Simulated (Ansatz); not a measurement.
Start from SnO₂ in the rutile structure (space group P4_2/mnm, No. 136; a = 4.828 Å, c = 3.238 Å).

Now apply this change: the cell is scaled by 0.9908 in all directions; the atoms relax in the strained cell.

Levels (all Ansatz, a quantum-chemistry and plane-wave program, PAW): PBE (420 eV, without spin-orbit coupling); PBE+SOC (420 eV, spin-orbit coupling included).

The geometry is relaxed with PBE.

| Item | Result |
|---|---|
| PBE valence-band top at Γ | 0.00, -0.76, -0.76 eV |
| PBE lowest conduction level above the VBM at special points | Γ 0.97 eV; X 4.17 eV; M 4.59 eV; A 4.60 eV |
| PBE gap character | direct at Γ |

Q: Predict the valence-band top at Γ, lowest conduction level above the VBM at special points and gap character from PBE+SOC.

A: The valence-band top at Γ (three highest Kramers pairs, from the VBM) changes from 0.00, -0.76, -0.76 eV to 0.00, -0.75, -0.77 eV; the lowest conduction level above the VBM at special points changes from Γ 0.97 eV; X 4.17 eV; M 4.59 eV; A 4.60 eV to Γ 0.98 eV; X 4.17 eV; M 4.60 eV; A 4.60 eV; the gap character is still direct at Γ.

Single points use the geometry relaxed with PBE. Differences between runs with and without spin-orbit coupling are approximate. No phonon test of stability was made.
